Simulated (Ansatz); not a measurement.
The starting structures come from a database of crystals and need not be the phases stable at ambient conditions.

By PBEsol, the system below comes out a metal.

Consider the following.

```xyz
7
Lattice="4.1914 0.0000 0.0000 0.0000 5.9276 0.0000 0.0000 2.9638 2.9638" Properties=species:S:1:pos:R:3 pbc="T T T"
N      2.0957     2.9638     0.0000
N      0.0000     4.4457     1.4819
N      0.0000     1.4819     1.4819
N      2.0957     0.0000     0.0000
W      0.0000     2.9638     0.0000
W      2.0957     1.4819     1.4819
W      2.0957     4.4457     1.4819
```

Space group of this cell: Pm-3m. The cell was relaxed by PBE-D3(BJ); by PBEsol its mean pressure is -3.2 GPa.

The current flows along the normal of the first two printed cell vectors, the (110) plane of the conventional cell. No spin-orbit coupling; the value is a mean over 0.1 eV about the Fermi level.

**Question.** Compute, with PBEsol run with Ansatz (a quantum-chemistry and plane-wave program), the ballistic conductance per area.

**Answer.** 1.3 × 10¹⁵ S/m² for both spins.
